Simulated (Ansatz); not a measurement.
Base system: ZnCu in the CsCl type structure (space group Pm-3m, No. 221; a = 2.964 Å; relaxed with 0.1 eV smearing).

The values are results of PBE (Ansatz, a program for electronic structure, PAW, no spin-orbit coupling), not measurements.

For the base:

The pressure is 0.0 GPa.

Modification: an isotropic linear strain of +2.50 %, atoms relaxed at fixed cell.

How does this affect the energy relative to the base and pressure?

The energy goes up by 24 meV/atom; the pressure goes from zero to -7.0 GPa.

Stability against distortions was not tested. All final runs are without spin polarisation.
